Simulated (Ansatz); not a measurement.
The parent structure is BN in the zinc blende structure (space group F-43m, No. 216; a = 3.625 Å).

Computed with PBE, PAW, 420 eV (Ansatz, a program for electronic structure; no SOC).

Before the change:

The width of the top valence band is 6.45 eV and the electron mass is 0.91 mₑ along k, 0.30 mₑ across (at X).

The change: an isotropic linear strain of +1.00 %, atoms relaxed at fixed cell.

Problem. Predict the new width of the top valence band, mean gap deformation potential ΔEg/Δln V, electron mass and energy relative to the base.

Solution. The width of the top valence band decreases by 0.203 eV, from 6.45 eV to 6.24 eV; the mean gap deformation potential ΔEg/Δln V amounts to -1.1 eV; the electron mass becomes 0.93 mₑ along k, 0.30 mₑ across (at X) (base: 0.91 mₑ along k, 0.30 mₑ across (at X)); the energy goes up by 6.0 meV/atom.

Masses are band curvatures over ±0.01 Å⁻¹ around the edge. Along k means along the line from Γ to the band edge. Stability against distortions was not tested.
